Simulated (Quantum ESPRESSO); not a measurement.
How a calculation on Mg3Ir (P6_3/mmc, 8 atoms in the cell) responds to its settings

```
Mg3Ir
1.0
    4.63634     0.00000     0.00000
   -2.31817     4.01519     0.00000
    0.00000     0.00000     8.38700
Mg Ir
6 2
Direct
  0.33333   0.66667   0.58300
  0.66667   0.33333   0.08300
  0.33333   0.66667   0.91700
  0.66667   0.33333   0.41700
  0.00000   0.00000   0.25000
  0.00000   0.00000   0.75000
  0.33333   0.66667   0.25000
  0.66667   0.33333   0.75000
```

Base run A: Quantum ESPRESSO with PBEsol, SSSP 1.1.2 efficiency (PBE) pseudopotentials, self-consistent single point.

Its settings: ecutwfc = 40 Ry; ecutrho = 320 Ry; occupations = smearing; smearing = gaussian; degauss = 0.0147 Ry; input_dft = pbesol; potentials = {Mg: Mg.pbe-n-kjpaw_psl.0.3.0.UPF, Ir: Ir_pbe_v1.2.uspp.F.UPF}; K_POINTS = automatic 6 6 3 0 0 0; conv_thr = 1e-10 Ry.

The starting cell comes from a database of published, mostly measured structures (it also holds non-ambient and calculated ones), without a prior relaxation at this level. Its lattice was rescaled by a random factor within 2.5 % of one. Spin polarisation is off. In the base run, with a pressure of about -5 GPa the cell is away from its equilibrium volume at this level.

ΔF is the free energy per atom less that of run A. 

Run A gave: pressure (GPa) -4.65; largest force (eV/Å) 0.356.

Runs:
- B: lattice scaled by 0.97
- C: lattice scaled by 0.97; ecutwfc: 40 Ry → 24 Ry; ecutrho: 320 Ry → 192 Ry
- D: lattice scaled by 0.985
- E: lattice scaled by 0.985; ecutwfc: 40 Ry → 24 Ry; ecutrho: 320 Ry → 192 Ry
- F: lattice scaled by 1.015
- G: lattice scaled by 1.015; ecutwfc: 40 Ry → 24 Ry; ecutrho: 320 Ry → 192 Ry
- H: lattice scaled by 1.03
- I: lattice scaled by 1.03; ecutwfc: 40 Ry → 24 Ry; ecutrho: 320 Ry → 192 Ry
- J: ecutwfc: 40 Ry → 24 Ry; ecutrho: 320 Ry → 192 Ry

**Question.** What does run D change against A?

**Answer.** The free energy falls by 15.8 meV/atom, the pressure goes from -4.65 to -1.49 GPa and the largest force goes from 0.356 to 0.381 eV/Å.

**Question.** What does run C change against A?

**Answer.** The free energy goes up by 36.1 meV/atom, the pressure goes from -4.65 to -0.66 GPa and the largest force goes from 0.356 to 0.412 eV/Å.

**Question.** What does run G change against A?

**Answer.** The free energy goes up by 80.5 meV/atom, the pressure goes from -4.65 to -9.86 GPa and the largest force goes from 0.356 to 0.336 eV/Å.

| run | ΔF (meV/atom) | pressure (GPa) | largest force (eV/Å) |
|---|---|---|---|
| A | 0.00 | -4.65 | 0.356 |
| B | -12.6 | 2.41 | 0.408 |
| C | 36.1 | -0.66 | 0.412 |
| D | -15.8 | -1.49 | 0.381 |
| E | 33.0 | -4.43 | 0.384 |
| F | 32.1 | -7.19 | 0.334 |
| G | 80.5 | -9.86 | 0.336 |
| H | 78.2 | -9.20 | 0.313 |
| I | 126.9 | -11.79 | 0.314 |
| J | 48.9 | -7.47 | 0.359 |
